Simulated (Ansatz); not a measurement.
# GaP under load (space group R3m): band-edge transport data

Data:

```xyz
2
Lattice="0.0134 2.7298 2.7298 2.7298 0.0134 2.7298 2.7298 2.7298 0.0134" Properties=species:S:1:pos:R:3 pbc="T T T"
Ga     0.0019     0.0019     0.0019
P      1.3664     1.3664     1.3664
```

Method: PBEsol with spin-orbit coupling, rigid bands (plane waves, PAW; Ansatz, a quantum-chemistry and plane-wave program). Condition of this run: uniaxial stress along [111] of -1 GPa (compression positive) (the target of the relaxation). Geometry: cell and atoms relaxed with PBEsol, then loaded as said.

```yaml
band_gap: 1.41 eV
electron conductivity mass (300 K, dilute): 0.35 mₑ
hole conductivity mass (300 K, dilute): 0.46 mₑ
effective density of states N_c (300 K): 4.1e19 cm⁻³
effective density of states N_v (300 K): 1.4e19 cm⁻³
density_of_states_mass_electrons: 1.39 mₑ
density_of_states_mass_holes: 0.67 mₑ
Seebeck coefficient, n-type 1e19 cm⁻³, 300 K: -337 μV/K
Seebeck coefficient, p-type 1e19 cm⁻³, 300 K: 308 μV/K
best p-type power factor at 300 K for τ = 10 fs (best axis; densities from 1e16 to 1e21 cm⁻³ tried, whether or not they can be reached): 14.5 μW/(cm·K²) at 3e20 cm⁻³
```

Rigid bands; masses and Seebeck coefficients take one relaxation time τ for all states and one kind of carrier; polarons and phonon drag are left out.
